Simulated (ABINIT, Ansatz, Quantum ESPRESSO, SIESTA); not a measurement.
# Code comparison for LaPd₂ (I4/mmm, 3 atoms in the cell)

Self-consistent single point.

```
CELL_PARAMETERS angstrom
     -1.97482     1.97482     4.40689
      1.97482    -1.97482     4.40689
      1.97482     1.97482    -4.40689
ATOMIC_POSITIONS crystal
  La 0.00000 0.00000 0.00000
  Pd 0.75000 0.25000 0.50000
  Pd 0.25000 0.75000 0.50000
```

All programs got the same cell, k-point mesh and kind of occupations (in Ansatz's words: kpoints.mp_grid.grid = 9 9 9; scf.occupations.method = fermi_dirac; scf.occupations.width = 0.1 eV); potentials, basis and cutoffs are each program's usual ones.

```json
[
 {"code": "Quantum ESPRESSO", "model": "PBEsol, GBRV 1.5 ultrasoft (PBESOL) pseudopotentials", "pressure (GPa)": "-1.41", "k-points": "75", "cutoff": "40 Ry"},
 {"code": "Ansatz", "model": "PBEsol, PAW files made with PBE", "pressure (GPa)": "-1.73", "k-points": "75", "cutoff": "default"},
 {"code": "SIESTA", "model": "GGA PBEsol, numerical atomic orbitals DZP, PseudoDojo PBEsol standard norm-conserving potentials (rewritten from UPF to PSML)", "pressure (GPa)": "0.94", "k-points": "365", "cutoff": "grid 400 Ry"},
 {"code": "ABINIT", "model": "PBEsol, PAW (JTH v2.0 PBE PAW, files made for PBE)", "pressure (GPa)": "-1.50", "k-points": "75", "cutoff": "707 eV"}
]
```

The spread over the programs that give each value: pressure within 2.67 GPa.

The starting cell comes from a database of computed structures (which also holds hypothetical and non-ambient phases and stackings), without a prior relaxation at this level. Its lattice was rescaled by a random factor within 2.5 % of one. On Ansatz's run: Spin polarisation is off.

### Question
Why do the programs differ, and what cannot be compared?

### Answer
Differences of this kind can come from the potentials, where these differ, and from what each basis and cutoff leave unconverged. The valence holds different numbers of electrons (Quantum ESPRESSO 43, Ansatz (a first-principles code) 47, SIESTA 47, ABINIT 47). The zero of total energies and Fermi levels follows the potentials and each program's conventions, so they are not compared here. SIESTA uses small atom-centred bases, whose incompleteness enters pressures, forces and empty levels differently from a plane-wave cutoff. Ansatz's pressure is given at a fixed set of plane waves, as the other plane-wave codes print theirs. The programs reduce the same mesh by symmetry to different extents, which changes the work and not the result. In the pressure, SIESTA (by 2.44) lies more than 1 GPa from the median of the plane-wave programs.

Left out of this page: Elk and FLEUR (not drawn, or without a comparable value).

Keys are those of Ansatz 0.2.
